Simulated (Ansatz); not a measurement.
The starting structures come from a database of crystals and need not be the phases stable at ambient conditions.

 Where the default PAW files enter, the runs use the earlier of Ansatz's two default sets.

Tunnelling through a barrier is set by its complex band structure: the current falls as exp(−2κd) with the smallest κ.

Here is the system:

```
CELL_PARAMETERS angstrom
      4.18847     0.00000     0.00000
      0.00000     5.47544     0.00000
      0.00000    -2.73772     4.74187
ATOMIC_POSITIONS crystal
  Sr 0.73647 0.33333 0.66667
  Sr 0.26353 0.66667 0.33333
  Mg 0.00000 0.00000 0.00000
  H  0.23475 0.64692 0.82346
  H  0.76525 0.35308 0.17654
  H  0.23475 0.17654 0.35308
  H  0.76525 0.82346 0.64692
  H  0.23475 0.17654 0.82346
  H  0.76525 0.82346 0.17654
```

Space group of this cell: P-3m1. The cell is taken as given.

Transport runs along the normal of the first two printed cell vectors, the (100) plane of the conventional cell.

The gap is the functional's own, uncorrected, and κ follows it; spin-orbit coupling is left out. Mid-gap values are interpolated between the computed energies.

Q: Compute, with Ansatz (a quantum-chemistry and plane-wave program) with r2SCAN, the band gap and the smallest decay constant κ at mid-gap.

A: Gap 3.33 eV on a 8×6×6 mesh; κ = 0.335 1/Å, at (0.375, 0.500) of the in-plane reciprocal vectors. At the zone centre, at the nearest computed energy, the slowest state has κ = 0.35 1/Å.
